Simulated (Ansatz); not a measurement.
A self-consistent single point of SrSO₄ (R3m, 6 atoms in the cell) with Ansatz (a quantum-chemistry and plane-wave program).

Computed with LDA (PW92), default PAW files made with PBE (plane waves; Ansatz).

The change in words: lattice scaled by 0.98; kpoints.mp_grid.grid: 6 6 6 → 13 13 13. Reference geometry:
```xyz
6
Lattice="0.0000 3.6224 3.6224 3.6224 0.0000 3.6224 3.6224 3.6224 0.0000" Properties=species:S:1:pos:R:3 pbc="T T T"
Sr     3.6513     3.6513     3.6513
S      0.0000     0.0000     0.0000
O      6.3831     6.3831     6.3831
O      6.3831     4.4841     4.4841
O      4.4841     4.4841     6.3831
O      4.4841     6.3831     4.4841
```

Reference input (self-consistent single point, DFT, LDA (PW92), plane waves, default PAW files made with PBE): basis.ecutwfc = 30.9 Ry; kpoints.mp_grid.grid = 6 6 6; hamiltonian.xc = lda; hamiltonian.pseudopotentials = {kind: paw} (the program's default PAW files); scf.occupations.method = fixed. This run's input differs from it in these lines:

Ansatz 0.2 input:
```diff
@@ -3,5 +3,5 @@
   lattice:
-    - [0.00000000, 3.62241500, 3.62241500]
-    - [3.62241500, 0.00000000, 3.62241500]
-    - [3.62241500, 3.62241500, 0.00000000]
+    - [0.00000000, 3.54996700, 3.54996700]
+    - [3.54996700, 0.00000000, 3.54996700]
+    - [3.54996700, 3.54996700, 0.00000000]
   atoms:
@@ -17,3 +17,3 @@
   mp_grid:
-    grid: [6, 6, 6]
+    grid: [13, 13, 13]
 hamiltonian:
```

Output, abridged:

```
SCF iter   1: F=—  HF=-6537.136135 eV  |F-HF|=—  |Δ(HF+E_count)|=         —  Δρ=1.13e-2  dr2=9.24e-2  ethr=1.77e-3  ⟨swp⟩=6.6  Hψ=29750  notcnv=0  defer=868
all-band conjugate gradients solve this SCF's bands
preconditioner: auto → none
SCF iter   2: F=—  HF=-6537.110146 eV  |F-HF|=—  |Δ(HF+E_count)|=   2.60e-2  Δρ=4.75e-3  dr2=1.14e-2  ethr=2.31e-4  ⟨swp⟩=2.5  Hψ=12432  notcnv=0  defer=918
   [... lines left out ...]
SCF iter   5: F=—  HF=-6537.106922 eV  |F-HF|=—  |Δ(HF+E_count)|=   1.13e-4  Δρ=1.52e-4  dr2=2.18e-5  ethr=1.23e-6  ⟨swp⟩=2.0  Hψ=8616  notcnv=0  defer=749
SCF iter   6: F=—  HF=-6537.106919 eV  |F-HF|=—  |Δ(HF+E_count)|=   3.19e-6  Δρ=6.83e-5  dr2=3.69e-6  ethr=5.45e-8  ⟨swp⟩=2.0  Hψ=10091  notcnv=0  defer=426
SCF iter   7: F=—  HF=-6537.106918 eV  |F-HF|=—  |Δ(HF+E_count)|=   6.83e-7  Δρ=2.34e-5  dr2=5.22e-7  ethr=9.23e-9  ⟨swp⟩=2.0  Hψ=9563  notcnv=0  defer=428
SCF iter   8: F=-6537.106918 eV  HF=-6537.106918 eV  |F-HF|=2.62e-9  |Δ(HF+E_count)|=   1.19e-7  Δρ=4.61e-6  dr2=7.61e-9  ethr=2.50e-10  ⟨swp⟩=13.7  Hψ=35626  notcnv=0
SCF 1 converged in 8 iterations: F = -6537.106918 eV  dr2 = 7.61e-9
Free energy (F): -6537.106918 eV
Internal energy: -6537.106918 eV  (E = F + TS)
E sigma→0 (E₀):  -6537.106918 eV
Fermi energy:    4.579429 eV
--- Forces (eV/Å), atoms counted from 1 ---
  atom   1  Sr     0.01365168     0.01365168     0.01365168
  atom   2  S      0.06244796     0.06244796     0.06244796
  atom   3  O     -0.55660583    -0.55660583    -0.55660583
  atom   4  O     -0.56482441     0.52266560     0.52266560
  atom   5  O      0.52266560     0.52266560    -0.56482441
  atom   6  O      0.52266560    -0.56482441     0.52266560
--- Stress (GPa, compression-positive) ---
        0.111585      -0.125026      -0.125026
       -0.125026       0.111585      -0.125026
       -0.125026      -0.125026       0.111585
  P = ⅓ Tr σ = 0.1116 GPa (1.116 kbar)
  The stress holds the Pulay correction. Without it, at fixed plane waves, as pw.x and ABINIT print it: P = -0.6037 GPa
```

The run converged in 8 iterations. Against the reference run the free energy drops by 20.2 meV/atom, the pressure goes from -6.64 to 0.11 GPa, the largest force goes from 0.548 to 0.964 eV/Å and the gap on the mesh goes from 3.532 to 3.658 eV.

The starting cell comes from a database of computed structures (which also holds hypothetical and non-ambient phases and stackings), without a prior relaxation at this level. Its lattice was rescaled by up to half a per cent. One atom was moved a little off its site on purpose. For this run, on top of that: lattice scaled by 0.98. Ansatz's pressure includes its estimate of the finite-basis (Pulay) stress. Without the estimate this run gives -0.60 GPa.

Cost on one core of a shared machine: roughly 40 s.
